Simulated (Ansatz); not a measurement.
Structures of equal composition on the (0001) surface of wurtzite GaN (Ga plane on top): 2x2 Mg adatom at H3; 2x2 Mg adatom at T4. The slabs share one bottom face, and each structure is named by its start. These are constructed structures in small cells; real faces may alloy, dewet or reconstruct in larger ones, and not all known structures of the face are among them. Slabs of about 14 Å, Fermi-Dirac smearing of 0.025 eV. Bottom of the slabs: H caps. Relaxed from the named starts with such symmetry as they have, on meshes of like density; energies extrapolated to zero smearing; spin only where a row says so; no spin-orbit coupling, no U. Brackets mark spin-polarised runs, whose order is one that fits the cell. Where a second, spin-polarised start was run, the lower counts.

Computed with PBE (plane waves to 420 eV, PAW; Ansatz, a first-principles code).

Order them by energy per 1x1 cell (lowest first) at the level PBE.

2x2 Mg adatom at T4 (0.000 eV [spin, 1.0 μB a cell], no gap on the mesh), 2x2 Mg adatom at H3 (0.013 eV [spin, 1.0 μB a cell], no gap on the mesh)
